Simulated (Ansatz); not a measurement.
The parent structure is HfN in the rock salt structure (space group Fm-3m, No. 225; a = 4.548 Å; relaxed with 0.1 eV smearing).

Method: PBE (Ansatz, an electronic-structure program; PAW; 420 eV plane waves; spin-orbit coupling left out).

Strains are applied to the cell and any free atomic positions relax.

One change was made to it. Results:

The pressure goes from zero to -16.6 GPa; the energy grows by 50 meV/atom.

Task: What was done to the base?
(A) isotropic strain −1.50 %
(B) isotropic strain +2.50 %
(C) isotropic strain +0.50 %

Result: B, isotropic strain +2.50 %. For comparison, the energy relative to the base in the other runs: isotropic strain −1.50 % gives +21 meV/atom; isotropic strain +0.50 % gives +2.1 meV/atom.

No phonon test of stability was made. All final runs are without spin polarisation. An odd electron count without spin: HfN.
